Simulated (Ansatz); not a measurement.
Consider ZrC in the rock salt structure (space group Fm-3m, No. 225; a = 4.669 Å; relaxed with 0.1 eV smearing). Axes: x, y, z lie along the cube axes.

All numbers come from DFT with PBEsol, PAW potentials and a 420 eV plane-wave cutoff in Ansatz (a program for electronic structure), scalar-relativistic without spin-orbit coupling.

Modification: a pure shear with ε_xz = ε_zx = -0.0104; the atoms relax in the strained cell.

**Question.** Predict the stress tensor and what it implies for the stiffness.

**Answer.** Stress of the strained cell less that of the base (GPa, compression positive):
```
    0.0     0.0     3.2
    0.0     0.0     0.0
    3.2     0.0     0.0
```

Then −Δσ/γ with γ = 2ε = -0.0208 gives relaxed-ion elastic constants: C55 ≈ 156 GPa.

Stability against distortions was not tested. The final runs are not spin-polarised.
